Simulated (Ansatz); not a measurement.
Base system: SiC in the zinc blende structure (space group F-43m, No. 216; a = 4.357 Å). Axes: x, y, z lie along the cube axes.

Level of theory: Ansatz (a program for electronic structure), PBEsol, PAW, cutoff 420 eV, without spin-orbit coupling.

Perturbation: every lattice vector is shortened by 2.50 %, atoms relaxed at fixed cell.

**Question.** Predict the stress tensor and what it implies for the stiffness.

**Answer.** Stress of the strained cell less that of the base (GPa, compression positive):
```
  19.49    0.00    0.00
   0.00   19.49    0.00
   0.00    0.00   19.49
```

Then B = −ΔP/(ΔV/V₀) with ΔV/V₀ = -0.0731 gives secant stiffness values (nonlinear terms included at this strain): B ≈ 266 GPa.

As a check, the harmonic strain energy −½ V₀ Δσ:ε is 47 meV/atom; the computed energy rise is 43 meV/atom.

Stability against distortions was not tested.
